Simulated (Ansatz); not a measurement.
OH on the 1x1 (10-10) surface of wurtzite ZnO (cut with top plane O + Zn), one in a 1x1 cell, started at the site 'top O'

Host crystal: wurtzite ZnO, with a band gap (PBE, scalar-relativistic without spin-orbit coupling).

Level of theory: PBE (plane waves to 420 eV, PAW; Ansatz, an electronic-structure program).

Set-up: 18 atoms, 9.4 Å thick at the start under the adsorbate (thin: gaps and levels are the slab's own); mesh 6x4x1; 0.01 eV smearing; dipole correction on; 8 atoms held, the rest relaxed; no symmetry held; spin-polarised, ending with about 0.9 μB a cell, a value that depends on the mesh; orders that need a larger cell were not tried, no spin-orbit, no U, no dispersion correction. The slab shows no gap over 0.04 eV on its mesh. At the end it is bonded to Zn. In PBE it is, or lies within 0.03 eV of, the lowest of the starts that converged.

```
Quantity                                                                                                                                          Value
--------------------------------------------------------------------------------------  ---------------------------------------------------------------
adsorption energy against H2O(g) − ½ H2(g)                                                                                                35.8 kcal/mol
work function of the top face                                                                                                                   6.67 eV
change of the step from the bottom to the top vacuum level, against the clean slab                                                              0.90 eV
energy released by relaxation                                                                                                                   4.67 eV
height of the binding atom over the mean of the host atoms within 0.3 Å of the top one                                                          1.586 Å
nearest host atoms of the binding atom                                                                           Zn at 1.90 Å, O at 2.79 Å, O at 2.95 Å
largest move of a host atom                                                                                                                      0.50 Å
note                                                                                    in the relaxation the adsorbate left its starting site by 2.0 Å
cost                                                                                                                       very roughly 40 core-minutes
```

A negative adsorption energy means that the adsorbate is more stable on the surface than in its reference.
